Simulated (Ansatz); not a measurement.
Take GaP in the zinc blende structure (space group F-43m, No. 216) as the base.

```
CELL_PARAMETERS angstrom
      0.00000     2.71923     2.71923
      2.71923     0.00000     2.71923
      2.71923     2.71923     0.00000
ATOMIC_POSITIONS crystal
  P  0.75000 0.75000 0.75000
  Ga 0.00000 0.00000 0.00000
```

All numbers come from PBEsol, PAW, 420 eV (Ansatz, a program for electronic structure; no SOC).

Base values:

| Item | Value |
|---|---|
| Volume per atom | 20.11 Å³ |
| Hole mass | 0.11, 0.37, 0.37 mₑ (at Γ) |
| Width of the top valence band | 3.51 eV |

Perturbation: every Ga is replaced by In, then cell and atoms are relaxed.

Tabulated Pauling electronegativity and covalent radius: Ga 1.81, 1.22 Å; In 1.78, 1.42 Å.

Task: Predict the new volume per atom, hole mass and width of the top valence band.

Result: The volume per atom increases by 5.28 Å³ to 25.39 Å³; the hole mass (degenerate bands, along [100]) changes from 0.11, 0.37, 0.37 mₑ (at Γ) to 0.045, 0.43, 0.43 mₑ (at Γ); the width of the top valence band falls by 0.584 eV (3.51 eV → 2.92 eV).

Masses are band curvatures over ±0.01 Å⁻¹ around the edge. Stability against distortions was not tested.
